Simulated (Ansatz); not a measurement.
The parent structure is MgS in the rock salt structure (space group Fm-3m, No. 225; a = 5.1292 Å). Axes: x, y, z lie along the cube axes.

All numbers come from Ansatz (a program for electronic structure), LDA, PAW, cutoff 420 eV, no spin-orbit coupling.

Before the change:

- Band gap = 2.65 eV
- Valence-band top at Γ = 0.00, 0.00, 0.00 eV

It is then changed as follows: a pure shear with ε_xy = ε_yx = 0.0114, atoms relaxed at fixed cell.

### Question
Predict the new band gap, stress and valence-band top at Γ.

### Answer
The band gap drops by 0.134 eV to 2.51 eV; the stress (xx, yy, zz, yz, xz, xy; compression positive) comes out as (0.02, 0.02, -0.02, 0.00, 0.00, -1.30) GPa; the valence-band top at Γ (three highest levels, from the VBM) goes from 0.00, 0.00, 0.00 eV to 0.00, -0.11, -0.22 eV.

The cells carry an imposed strain or load. No phonon test of stability was made.
